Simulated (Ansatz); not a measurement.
Defect: interstitial Be in beta Ga2O3, charge state +2. Calculation: PBE, PAW (plane waves to 420 eV; Ansatz, a program for electronic structure).

Cell of 120 host sites held at the relaxed PBE lattice; the Γ point alone; Fermi-Dirac width 0.01 eV, spin-restricted; finite-size errors left in. No zero-point or tunnelling terms. The charge state is imposed; whether it is stable for some Fermi level was not computed. Sites that were not tried may lie lower.

Barriers: single points on a 2×2×2 k-point mesh shifted by half a step at the bands' geometries.

Relaxed starting cell (atoms counted from 1):

```
CELL_PARAMETERS angstrom
     12.45496     0.00000     0.00000
      0.00000     9.25026     0.00000
     -2.78275     0.00000    11.42039
ATOMIC_POSITIONS crystal
  Ga 0.08997 0.99960 0.39740
  Ga 0.09216 0.99963 0.89777
  Ga 0.08879 0.33287 0.39767
  Ga 0.08993 0.33354 0.89499
  Ga 0.08878 0.66632 0.39766
  Ga 0.08994 0.66571 0.89499
  Ga 0.40924 0.16635 0.10337
  Ga 0.40429 0.17092 0.59863
  Ga 0.41101 0.49961 0.10442
  Ga 0.41416 0.49961 0.60169
  Ga 0.40923 0.83287 0.10336
  Ga 0.40430 0.82830 0.59863
  Ga 0.15591 0.16719 0.15551
  Ga 0.16532 0.16991 0.65794
  Ga 0.15553 0.49962 0.15509
  Ga 0.16190 0.49961 0.65636
  Ga 0.15591 0.83205 0.15551
  Ga 0.16533 0.82930 0.65794
  Ga 0.33630 0.99960 0.34013
  Ga 0.34290 0.99962 0.84441
  Ga 0.33794 0.33414 0.34098
  Ga 0.34336 0.33464 0.84446
  Ga 0.33793 0.66505 0.34098
  Ga 0.34337 0.66459 0.84446
  O  0.16200 0.99962 0.05467
  O  0.16190 0.99960 0.55547
  O  0.16014 0.33302 0.05275
  O  0.16731 0.33437 0.55332
  O  0.16015 0.66622 0.05275
  O  0.16730 0.66483 0.55331
  O  0.33259 0.16746 0.44273
  O  0.33971 0.16653 0.94536
  O  0.33759 0.49959 0.44563
  O  0.33958 0.49962 0.94700
  O  0.33259 0.83174 0.44273
  O  0.33970 0.83270 0.94535
  O  0.17099 0.99961 0.28099
  O  0.17611 0.99961 0.78299
  O  0.17059 0.33321 0.28078
  O  0.17698 0.33561 0.78299
  O  0.17059 0.66601 0.28079
  O  0.17698 0.66361 0.78299
  O  0.32369 0.16746 0.21633
  O  0.32812 0.16805 0.71843
  O  0.32432 0.49960 0.21699
  O  0.33093 0.49961 0.71734
  O  0.32369 0.83177 0.21633
  O  0.32812 0.83116 0.71843
  O  0.49582 0.99961 0.12768
  O  0.48496 0.99961 0.62310
  O  0.49685 0.33224 0.13046
  O  0.50009 0.32983 0.62470
  O  0.49684 0.66699 0.13046
  O  0.50009 0.66939 0.62469
  O  0.00172 0.16504 0.37585
  O  0.00408 0.16541 0.86769
  O  0.00241 0.49960 0.37267
  O  0.00212 0.49963 0.86831
  O  0.00173 0.83416 0.37585
  O  0.00409 0.83385 0.86769
  Ga 0.58261 0.16554 0.39247
  Ga 0.58944 0.16763 0.90267
  Ga 0.58930 0.49958 0.39683
  Ga 0.59166 0.49962 0.89816
  Ga 0.58258 0.83362 0.39243
  Ga 0.58946 0.83161 0.90265
  Ga 0.90729 0.99962 0.10134
  Ga 0.93990 0.99960 0.61347
  Ga 0.90824 0.33281 0.10227
  Ga 0.91154 0.33444 0.60193
  Ga 0.90823 0.66645 0.10224
  Ga 0.91155 0.66476 0.60192
  Ga 0.65756 0.99960 0.16022
  Ga 0.63668 0.99965 0.67946
  Ga 0.65823 0.33387 0.15771
  Ga 0.66075 0.33432 0.65787
  Ga 0.65823 0.66535 0.15769
  Ga 0.66076 0.66497 0.65782
  Ga 0.84063 0.16948 0.34184
  Ga 0.84399 0.16817 0.84163
  Ga 0.84100 0.49960 0.34358
  Ga 0.84203 0.49965 0.84562
  Ga 0.84064 0.82971 0.34183
  Ga 0.84398 0.83113 0.84157
  O  0.66605 0.16528 0.05738
  O  0.66738 0.14390 0.54953
  O  0.66461 0.49961 0.05503
  O  0.66476 0.49961 0.55406
  O  0.66606 0.83394 0.05737
  O  0.66735 0.85521 0.54948
  O  0.83182 0.99957 0.46381
  O  0.83730 0.99963 0.93967
  O  0.83511 0.33210 0.44638
  O  0.83518 0.33171 0.94409
  O  0.83512 0.66709 0.44637
  O  0.83517 0.66759 0.94406
  O  0.67389 0.16400 0.28498
  O  0.67242 0.16527 0.78242
  O  0.67360 0.49961 0.28290
  O  0.67544 0.49962 0.78179
  O  0.67389 0.83520 0.28495
  O  0.67241 0.83399 0.78238
  O  0.82732 0.99961 0.22371
  O  0.82395 0.99954 0.69716
  O  0.82505 0.33265 0.21838
  O  0.82458 0.32873 0.71500
  O  0.82505 0.66658 0.21837
  O  0.82459 0.67047 0.71499
  O  0.99289 0.16562 0.12764
  O  0.00502 0.17472 0.63088
  O  0.99299 0.49963 0.12660
  O  0.99757 0.49959 0.62810
  O  0.99289 0.83362 0.12764
  O  0.00503 0.82448 0.63088
  O  0.49739 0.99959 0.36742
  O  0.50650 0.99962 0.86812
  O  0.50257 0.33360 0.37397
  O  0.50589 0.33361 0.87083
  O  0.50256 0.66556 0.37394
  O  0.50590 0.66564 0.87083
  Be 0.74650 0.99952 0.54838
```
Cell charge +2.

End state 1 differs by these moves (Å; atoms that move under 0.08 Å are left out):

```tsv
atom	element	Δx	Δy	Δz
1	Ga	0.06	-0.04	0.04
3	Ga	0.08	0.04	0.03
8	Ga	0.06	-0.04	0.04
12	Ga	0.08	0.04	0.03
50	O	0.17	0.01	0.00
55	O	0.17	0.01	0.00
61	Ga	-0.26	0.01	-0.08
65	Ga	0.06	-0.02	0.06
68	Ga	-0.26	0.01	-0.08
70	Ga	0.06	-0.02	0.06
74	Ga	0.35	-0.03	-0.25
79	Ga	0.35	-0.03	-0.25
86	O	0.05	0.21	-0.16
90	O	-0.04	-0.20	0.04
91	O	0.05	0.21	-0.16
93	O	-0.04	-0.20	0.04
97	O	-0.02	0.02	0.20
98	O	0.02	0.01	-0.08
103	O	0.02	0.01	-0.08
104	O	-0.02	0.02	0.20
110	O	-0.03	-0.08	0.01
114	O	-0.08	0.07	-0.06
115	O	-0.03	-0.08	0.01
117	O	-0.08	0.07	-0.06
121	Be	0.36	1.54	-1.11
```

Q: Estimate the forward and backward barriers to end state 1 that PBE, PAW returns for this input.

A: forward 0.76 eV, backward 0.76 eV; at the saddle point atom 121 has neighbours O at 1.54, O at 1.65, O at 1.73, O at 2.06 Å. The saddle point's order was not checked.

End state 2 differs by these moves (Å; atoms that move under 0.08 Å are left out):

| atom | element | Δx | Δy | Δz |
|---|---|---|---|---|
| 10 | Ga | -0.08 | 0.00 | 0.02 |
| 14 | Ga | -0.11 | -0.03 | 0.00 |
| 18 | Ga | -0.11 | 0.03 | 0.00 |
| 52 | O | -0.10 | 0.02 | 0.05 |
| 54 | O | -0.10 | -0.02 | 0.05 |
| 61 | Ga | 0.14 | 0.09 | -0.08 |
| 65 | Ga | 0.14 | -0.09 | -0.08 |
| 68 | Ga | -0.30 | 0.00 | -0.16 |
| 73 | Ga | 0.05 | 0.00 | -0.09 |
| 74 | Ga | 0.48 | 0.00 | 0.11 |
| 76 | Ga | -0.09 | -0.01 | 0.01 |
| 78 | Ga | -0.09 | 0.01 | 0.01 |
| 80 | Ga | 0.03 | 0.02 | 0.08 |
| 84 | Ga | 0.03 | -0.02 | 0.08 |
| 86 | O | -0.36 | 0.02 | 0.02 |
| 90 | O | -0.36 | -0.01 | 0.02 |
| 91 | O | 0.09 | 0.00 | -0.22 |
| 97 | O | 0.04 | 0.02 | -0.08 |
| 101 | O | 0.04 | -0.02 | -0.08 |
| 103 | O | 0.01 | 0.00 | -0.08 |
| 104 | O | 0.05 | 0.00 | 0.27 |
| 110 | O | -0.12 | -0.06 | -0.03 |
| 114 | O | -0.12 | 0.06 | -0.03 |
| 115 | O | 0.08 | 0.00 | 0.17 |
| 121 | Be | -2.35 | 0.00 | -0.31 |

Q: Estimate the forward and backward barriers to end state 2 that PBE, PAW returns for this input.

A: forward 1.79 eV, backward 1.38 eV; at the saddle point atom 121 has neighbours 2 O at 1.56, O at 1.67 Å. The saddle point's order was not checked, and it lies on a symmetry element of the cell, where a band can be held.
